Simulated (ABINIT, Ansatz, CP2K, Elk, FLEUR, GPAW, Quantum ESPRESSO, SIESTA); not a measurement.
# Code comparison for AlN (F-43m, 2 atoms in the cell)

Self-consistent single point, at a second geometry (lattice scaled by 0.98). First geometry:

```xyz
2
Lattice="0.0000 2.1900 2.1900 2.1900 0.0000 2.1900 2.1900 2.1900 0.0000" Properties=species:S:1:pos:R:3 pbc="T T T"
Al     0.0000     0.0000     0.0000
N      1.0950     1.0950     1.0950
```

Shared settings, as Ansatz (a first-principles code) writes them: kpoints.mp_grid.grid = 10 10 10; scf.occupations.method = fermi_dirac; scf.occupations.width = 0.01 eV. Potentials and cutoffs stand in the table.

```
code                                                                                                                                model  ΔF from the first geometry (meV/atom)  pressure (GPa)  gap on the mesh (eV)           cutoff
----------------  -----------------------------------------------------------------------------------------------------------------------  -------------------------------------  --------------  --------------------  ---------------
CP2K                                                              PBE, GPW, DZVP-MOLOPT-SR-GTH basis, GTH-PBE potentials (GTH_POTENTIALS)                                   34.8           16.10                 3.343      grid 400 Ry
ABINIT                                                                                                        PBE, PAW (JTH v2.0 PBE PAW)                                   40.1           17.75                 3.322           707 eV
GPAW                                                                                         PBE, GPAW PAW datasets PBE (gpaw-data 1.0.1)                                   44.4               –                 3.332           950 eV
Elk                                        PBE, all-electron FP-LAPW, Elk's shipped species files, APW+lo basis with extra local orbitals                                   37.6               –                 3.349         rgkmax 8
Quantum ESPRESSO                                                          PBE, PseudoDojo standard norm-conserving (PBE) pseudopotentials                                   36.3           16.68                 3.351            85 Ry
FLEUR                                                                        PBE, all-electron FLAPW (FLEUR), scalar-relativistic valence                                   40.7               –                 3.360  Kmax 4.5 1/bohr
SIESTA            GGA PBE, numerical atomic orbitals DZP, PseudoDojo PBE standard norm-conserving potentials (rewritten from UPF to PSML)                                   44.6           18.98                 3.318      grid 300 Ry
Ansatz                                                                                                             PBE, default PAW files                                   37.7           16.58                 3.352          default
```

For Ansatz (by 0.5 GPa) the energy change implies a higher mean pressure, against the two pressures, than for the other programs: a sign of finite-basis (Pulay) stress.

A dash marks a value that a program does not give, or that is left out as unsure.

Gaps are read on the mesh.

The spread over the programs that give each value: ΔF from the first geometry within 9.8 meV/atom; pressure within 2.88 GPa; gap on the mesh within 0.042 eV.

CP2K and SIESTA use small atom-centred bases, whose incompleteness enters pressures, forces and empty levels differently from a plane-wave cutoff. Elk and FLEUR treat all electrons, but the usual bases taken here (sphere radii, linearisation, local orbitals, empty states) were not tested for convergence, so the values are no reference for the others. Ansatz's pressure is given at a fixed set of plane waves, as the other plane-wave codes print theirs; with its correction for the finite basis it is 17.09 GPa (the shift of 0.52 GPa shows how far the cutoff is from converged). The pressure of GPAW is left out: its cutoff lies under the one at which its stress was checked. In the pressure, ABINIT (by 1.07) and SIESTA (by 2.31) lie more than 1 GPa from the median of the plane-wave programs.

The starting cell has typed, rounded lattice constants, without a prior relaxation at this level. For this run, on top of that: lattice scaled by 0.98.

Keys are those of Ansatz 0.2.
